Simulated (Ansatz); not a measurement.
The starting structures come from a database of crystals and need not be the phases stable at ambient conditions.

By PBEsol, the system below comes out a metal.

Without scattering a metal conducts by its projected Fermi surface.

Input:

```
CELL_PARAMETERS angstrom
      3.23082     0.00000     0.00000
      0.00000     6.50054     0.00000
      0.00000     0.00000     6.63320
ATOMIC_POSITIONS crystal
  Si 0.00000 0.63424 0.13424
  Si 0.00000 0.36576 0.86576
  Si 0.00000 0.13424 0.36576
  Si 0.00000 0.86576 0.63424
  Mo 0.00000 0.50000 0.50000
  Mo 0.00000 0.00000 0.00000
  Mo 0.50000 0.16126 0.66126
  Mo 0.50000 0.83874 0.33874
  Mo 0.50000 0.66126 0.83874
  Mo 0.50000 0.33874 0.16126
```

Space group of this cell: Pbam. The cell is strained (lengths across the current scaled by 0.98, ions clamped); by PBEsol its mean pressure is 2.6 GPa.

The current flows along the normal of the first two printed cell vectors. No spin-orbit coupling; the value is a mean over 0.1 eV about the Fermi level.

Problem. Give the ballistic conductance per area that PBEsol in Ansatz (a program for electronic structure) yields.

Solution. 0.64 × 10¹⁵ S/m² for both spins.
